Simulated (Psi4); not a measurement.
Psi4 1.11, BP86/def2-tzvp: Zr(OEt)(H)3 (CC[O][ZrH3]), 12 atoms. The geometry is a generated start, not checked to be a minimum at this level.

```
Item                                                 Result
--------------------------  -------------------------------
task                                                 energy
method                                                 bp86
basis                                             def2-tzvp
memory                                                 3 GB
maxiter                                                 100
keys of the molecule block                      symmetry c1
scf_type                                       df (default)
e_convergence                               1e-06 (default)
d_convergence                               1e-06 (default)
dft_radial_points                              75 (default)
dft_spherical_points                          302 (default)
effective core potentials   those of the basis set, past Kr
basis functions                                         181
grid points                                          259307
```

```xyz
12

Zr     1.0508     0.4331     1.8920
O      0.1736    -0.5024     0.5045
C     -0.2988     0.2010    -0.6045
C     -0.9381    -0.7599    -1.6087
H     -1.0608     0.9443    -0.2740
H      0.5518     0.7334    -1.0938
H     -1.7662    -1.2778    -1.1287
H     -1.3042    -0.2232    -2.4795
H     -0.2006    -1.4968    -1.9194
H      2.5629     1.2314     1.1126
H     -0.1858     1.7028     2.5233
H      1.4154    -0.9859     3.0760
```

Charge 0 and multiplicity 1 are set for this test and not shown to be the ground state.

With the defaults (diis = true, scf_initial_accelerator = adiis, damping_percentage = 0, guess = auto, which took SAD, diis_max_vecs = 10, soscf = false, soscf_start_convergence = 0.01) it converges in 11 SCF iterations. One run each on 2 threads, with these changes:
- guess = sadno
- soscf = true
- diis_max_vecs = 6
- scf_initial_accelerator = ediis
- soscf = true, soscf_start_convergence = 0.1
- diis = false, scf_initial_accelerator = none, damping_percentage = 60
- guess = modhuckel
- damping_percentage = 20
- guess = gwh

### Question
Which of these changes keep the SCF from converging, or lead it to another solution?

### Answer
No convergence: diis = false, scf_initial_accelerator = none, damping_percentage = 60 (the run ends without SCF convergence in 100 iterations). The rest reach the solution of the defaults.

```tsv
setting	SCF iterations	JK calls	end
soscf = true, soscf_start_convergence = 0.1	7	28	same solution
soscf = true	8	29	same solution
the defaults	11	12	same solution
guess = sadno	11	11	same solution
diis_max_vecs = 6	11	12	same solution
scf_initial_accelerator = ediis	11	12	same solution
guess = modhuckel	11	38	same solution
guess = gwh	15	15	same solution
damping_percentage = 20	21	22	same solution
diis = false, scf_initial_accelerator = none, damping_percentage = 60	100	101	no convergence
```

An SOSCF iteration holds several JK calls; a Hückel guess adds calls on atoms. 1 further run of the study ended by our limits or in an error and is left out.
